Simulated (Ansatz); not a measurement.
K2PdC2 (P-3m1, No. 164, 5 atoms in the cell; start mp-1068977), treated with PBEsol in Ansatz (plane waves, PAW).

Settings: plane-wave cutoff 500 eV, 12×12×8 k mesh (along the axes of the cell as run), Fermi–Dirac smearing 0.05 eV, scalar-relativistic PAW data made under PBE.

Cell (relaxed at this level):

```cif
data_C2K2Pd
_chemical_formula_sum 'K2 Pd1 C2'
_space_group_name_H-M_alt 'P-3m1'
_space_group_IT_number 164
_space_group_name_Hall '-P 3 2"'
_cell_length_a 5.08444
_cell_length_b 5.08444
_cell_length_c 5.22928
_cell_angle_alpha 90.000
_cell_angle_beta 90.000
_cell_angle_gamma 120.000
loop_
_atom_site_label
_atom_site_type_symbol
_atom_site_symmetry_multiplicity
_atom_site_Wyckoff_symbol
_atom_site_fract_x
_atom_site_fract_y
_atom_site_fract_z
_atom_site_occupancy
K1 K 2 d 0.33333 0.66667 0.28008 1
Pd1 Pd 1 a 0.00000 0.00000 0.00000 1
C1 C 2 c 0.00000 0.00000 0.37861 1
```

Q: Estimate the band gap that the calculation returns.

A: 
- band gap = 1.34 eV (on the SCF k mesh)

Note: the relaxation could not lower the start's symmetry, so the cell can be a saddle point above a distorted one.

Spin–orbit coupling is not included.

Computed values are for the static lattice.

Computing time: very roughly 2.0 core-minutes.

A start named mp-… is a Materials Project structure, which need not be a measured phase.

Ansatz is a quantum-chemistry and plane-wave program.
